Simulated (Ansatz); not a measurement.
# How the equilibrium volume per atom of V2O5 (C2/m, No. 12, 7 atoms in the cell; start mp-720166) moves with the method

No measured value is used here.

**Question.** Put these levels in order of the equilibrium volume per atom that they give for V2O5 (C2/m, No. 12, 7 atoms in the cell; start mp-720166), smallest first: LDA (Ansatz, a first-principles code), r²SCAN (Ansatz), r²SCAN+rVV10 (Ansatz), r²SCAN-D4 (Ansatz).

**Answer.** LDA (11.23 Å³/atom), r²SCAN+rVV10 (11.60 Å³/atom), r²SCAN-D4 (11.80 Å³/atom), r²SCAN (12.40 Å³/atom)

LDA, r²SCAN-D4, r²SCAN, r²SCAN+rVV10: the relaxation could not lower the start's symmetry, so the cell can be a saddle point above a distorted one. Ansatz's density-functional and Hartree–Fock values are scalar-relativistic unless marked +SOC, with PAW data made under PBE.

A start named mp-… is a Materials Project structure, which need not be a measured phase.
